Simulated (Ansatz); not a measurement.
Results of r²SCAN in Ansatz (PAW) for Si (P6₃/mmc, No. 194, 4 atoms in the cell; start mp-165; another form than the element's usual one).

Settings: plane-wave cutoff 560 eV, 12×12×6 k mesh (along the axes of the cell as run), Fermi–Dirac smearing 0.01 eV, scalar-relativistic PAW data made under PBE.

Cell (relaxed at this level):

```cif
data_Si4
_chemical_formula_sum 'Si4'
_space_group_name_H-M_alt 'P63/mmc'
_space_group_IT_number 194
_space_group_name_Hall '-P 6c 2c'
_cell_length_a 3.83173
_cell_length_b 3.83173
_cell_length_c 6.34153
_cell_angle_alpha 90.000
_cell_angle_beta 90.000
_cell_angle_gamma 120.000
loop_
_atom_site_label
_atom_site_type_symbol
_atom_site_symmetry_multiplicity
_atom_site_Wyckoff_symbol
_atom_site_fract_x
_atom_site_fract_y
_atom_site_fract_z
_atom_site_occupancy
Si1 Si 4 f 0.33333 0.66667 0.06309 1
```

Estimate the band gap and bulk modulus that the calculation returns.


- band gap = 0.61 eV (on the SCF k mesh)
- bulk modulus = 97.1 GPa

Note: the relaxation could not lower the start's symmetry, so the cell can be a saddle point above a distorted one; the bulk modulus is −V dP/dV from two relaxed cells at ±2 % in volume.

Cost on a shared machine: roughly 23 core-seconds.

A start named mp-… is a Materials Project structure, which need not be a measured phase.

Ansatz is a program for electronic structure.
